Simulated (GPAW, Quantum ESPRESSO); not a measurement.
A Quantum ESPRESSO input for a self-consistent single point of Ta₂Si (I4/mcm, 6 atoms in the cell) (DFT, LDA (PW92), plane waves, PseudoDojo standard norm-conserving (LDA) pseudopotentials):

```fortran
&CONTROL
  calculation = 'scf'
  prefix = 'Ta2Si'
  outdir = './out'
  pseudo_dir = './'
  verbosity = 'high'
  tprnfor = .true.
  tstress = .true.
/
&SYSTEM
  ibrav = 7
  celldm(1) = 11.6700603744
  celldm(3) = 0.817303130258
  nat = 6
  ntyp = 2
  ecutwfc = 60
  occupations = 'smearing'
  smearing = 'gauss'
  degauss = 0.0073499
/
&ELECTRONS
  conv_thr = 1.0d-10
  mixing_beta = 0.4
/
ATOMIC_SPECIES
Ta   180.9479  Ta.upf
Si    28.0850  Si.upf
ATOMIC_POSITIONS {angstrom}
Ta   -1.0102549527    2.0775100473    2.5236400000
Ta   -2.0775100473    1.0102549527    0.0000000000
Ta   -2.0775100473   -1.0102549527    2.5236400000
Ta   -1.0102549527    4.0980199527    0.0000000000
Si    0.0000000000    0.0000000000    1.2618200000
Si    0.0000000000    0.0000000000    3.7854600000
K_POINTS {automatic}
7 7 7  0 0 0
```

### Question
Translate this input to GPAW.

### Answer
This is the input that was run; spellings and numerical settings could be chosen otherwise.

```python
from ase import Atoms
from ase.units import GPa
from gpaw import GPAW, PW

atoms = Atoms(['Ta', 'Ta', 'Ta', 'Ta', 'Si', 'Si'],
              cell=[[-3.087765, 3.087765, 2.523640],
                    [3.087765, -3.087765, 2.523640],
                    [3.087765, 3.087765, -2.523640]],
              scaled_positions=[[0.663590, 0.836410, 0.500000],
                                [0.336410, 0.163590, 0.500000],
                                [0.836410, 0.336410, 0.172820],
                                [0.163590, 0.663590, 0.827180],
                                [0.250000, 0.250000, 0.000000],
                                [0.750000, 0.750000, 0.000000]],
              pbc=True)

calc = GPAW(mode=PW(600),
            xc='LDA',
            kpts=(7, 7, 7),
            occupations={'name': 'methfessel-paxton', 'width': 0.1, 'order': 0},
            nbands=-10,
            convergence={'forces': 0.001},
            symmetry={'symmorphic': False, 'tolerance': 0.0005},
            maxiter=150,
            txt='-')

atoms.calc = calc

energy = atoms.get_potential_energy()
print('Energy (eV):', round(energy, 6))
forces = atoms.get_forces()
print('Forces (eV/Ang):')
print(forces.round(5))
stress = atoms.get_stress()
print('Stress (GPa, Voigt):', (stress / GPa).round(4))
```

Basis, cutoffs, solver keys and any potentials are the target program's own. This input uses DFT LDA (Perdew-Wang 92), plane waves, GPAW PAW datasets LDA (gpaw-data 1.0.1). LDA parametrisations can differ slightly between programs.

The starting cell comes from a database of computed structures (which also holds hypothetical and non-ambient phases and stackings), without a prior relaxation at this level.
